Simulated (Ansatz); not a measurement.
The reference is La₂O₃ (space group P-3m1, No. 164; a = 3.906 Å, c = 6.040 Å).

Levels (all Ansatz, a first-principles code, PAW): PBEsol (420 eV, no spin-orbit coupling); r2SCAN (500 eV, spin-orbit coupling left out).

The geometry is relaxed with PBEsol.

| Property | Result |
|---|---|
| PBEsol smallest direct gap | 3.86 eV |
| PBEsol lowest conduction level above the VBM at special points | K 3.77 eV; M 3.79 eV; H 4.20 eV; Γ 4.25 eV |
| PBEsol pressure | 0.00 GPa |

Q: What does r2SCAN give at this geometry for the smallest direct gap, lowest conduction level above the VBM at special points and pressure?

A: The smallest direct gap goes up by 0.48 eV (3.86 eV → 4.34 eV); the lowest conduction level above the VBM at special points changes from K 3.77 eV; M 3.79 eV; H 4.20 eV; Γ 4.25 eV to K 4.23 eV; M 4.31 eV; H 4.69 eV; Γ 4.83 eV; the pressure goes from zero to 3.97 GPa.

Single points use the geometry relaxed with PBEsol. Their cutoffs differ, which shifts pressures a little. Whether these cells are dynamically stable was not tested.
